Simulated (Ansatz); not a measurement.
Worked example: relaxation of the atoms of YMnO3 (R-3, 10 atoms in the cell) in Ansatz (a first-principles code).

Computed with PBE (plane waves, PAW; Ansatz).

```xyz
10
Lattice="2.6511 1.5306 4.8924 -2.6511 1.5306 4.8924 0.0000 -3.0612 4.8924" Properties=species:S:1:pos:R:3 pbc="T T T"
Y      0.0000     0.0000     5.2159
Y      0.0000     0.0000     9.4614
O     -0.9034    -1.7107     8.4893
O      1.9332     0.0730     8.4893
O     -1.0298     1.6377     8.4893
O      0.9034     1.7107     6.1881
O     -1.9332    -0.0730     6.1881
O      1.0298    -1.6377     6.1881
Mn     0.0000     0.0000     2.1488
Mn     0.0000     0.0000    12.5286
```
Moments meant for the start (each program seeds them in its own way; μB, in the order of the atoms Y Y O O O O O O Mn Mn): 0.0 0.0 0.0 0.0 0.0 0.0 0.0 0.0 4.0 4.0.

Reference input (self-consistent single point, DFT, PBE, plane waves, default PAW files): kpoints.mp_grid.grid = 5 5 5; hamiltonian.xc = pbe; hamiltonian.pseudopotentials = {kind: paw} (the program's default PAW files); magnetization.spin_polarized = true; scf.occupations.method = fermi_dirac; scf.occupations.width = 0.0073 Ry. This run's input differs from it in these lines:

```diff
@@ -25,2 +25,3 @@
   occupations: { method: fermi_dirac, width: 0.0073 Ry }
+relax: {}
 output:
```

Output (repeated stretches shortened):

```
   [... SCF lines of the steps left out ...]
relax step   1: F+E_penalty+E_count = -18908.96738188 eV  Δ(F+E_penalty+E_count) = +0.000e0 eV  max|allowed force component| = 8.723e-1 eV/Å  Δτ_max = 0.0000 Å  (13 SCF iters, dr2 threshold 2.50e-6 eV, accepted)
relax step   2: F+E_penalty+E_count = -18909.27412956 eV  Δ(F+E_penalty+E_count) = -3.067e-1 eV  max|allowed force component| = 8.817e-1 eV/Å  Δτ_max = 0.1138 Å  (8 SCF iters, dr2 threshold 4.76e-5 eV, accepted)
relax step   3: F+E_penalty+E_count = -18909.35864802 eV  Δ(F+E_penalty+E_count) = -8.452e-2 eV  max|allowed force component| = 4.883e-1 eV/Å  Δτ_max = 0.0576 Å  (7 SCF iters, dr2 threshold 4.86e-5 eV, accepted)
relax step   4: F+E_penalty+E_count = -18909.38837679 eV  Δ(F+E_penalty+E_count) = -2.973e-2 eV  max|allowed force component| = 8.234e-2 eV/Å  Δτ_max = 0.0434 Å  (6 SCF iters, dr2 threshold 7.31e-5 eV, accepted)
relax step   5: F+E_penalty+E_count = -18909.39025499 eV  Δ(F+E_penalty+E_count) = -1.878e-3 eV  max|allowed force component| = 3.601e-2 eV/Å  Δτ_max = 0.0093 Å  (7 SCF iters, dr2 threshold 4.24e-7 eV, accepted)
relax step   6: F+E_penalty+E_count = -18909.39061059 eV  Δ(F+E_penalty+E_count) = -3.556e-4 eV  max|allowed force component| = 4.839e-3 eV/Å  Δτ_max = 0.0035 Å  (7 SCF iters, accepted)
the relaxation is at rest under the 6 symmetry operations that the run kept from its start: a minimum is not shown …
the relaxation's final electronic state is not compared with the one that a single-point calculation of its input finds at the relaxed geometry …
Magnetization: 7.9995 μB (47.9998 up, 40.0002 down)
Absolute magnetization: 8.1825 μB (∫|ρ↑−ρ↓|, with the PAW one-centre terms)
Spin contamination: 0.1046 ħ² per cell (⟨S²⟩ above its minimum at these occupations)
   [... lines left out ...]
Free energy (F): -18909.390611 eV
Fermi energy:    12.015870 eV
   [... lines left out ...]
    - { symbol: O, position: [0.0315571575073294, 0.7916811843378719, 0.4421929932452312] }
    - { symbol: O, position: [0.44219299324523126, 0.031557157507329514, 0.7916811843378716] }
    - { symbol: Mn, position: [0.1545994159532997, 0.1545994159532997, 0.1545994159532997] }
    - { symbol: Mn, position: [0.8454005840467004, 0.8454005840467004, 0.8454005840467005] }
```

The run converged. 

Summary of the result:
Free energy E − TS (on the zero of these files): -18909.3906 eV
Fermi level (on the code's own zero): 12.02 eV
Pressure: 7.20 GPa
Largest force (vector length): 0.006 eV/Å
Size of the cell's spin moment: 8.00 μB
Relaxation steps: 6

The starting cell was generated: these elements placed on a structure prototype, without a prior relaxation; it need not be a known phase or ordering of this composition. The magnetic order is the one reached from the typed start; others were not searched systematically. The relaxation keeps the symmetry of its start, so its end need not be a minimum. Ansatz's pressure includes its estimate of the finite-basis (Pulay) stress. Without the estimate this run gives 6.59 GPa.

Cost on one core of a shared machine: roughly 3 min.

Keys are those of Ansatz 0.2.
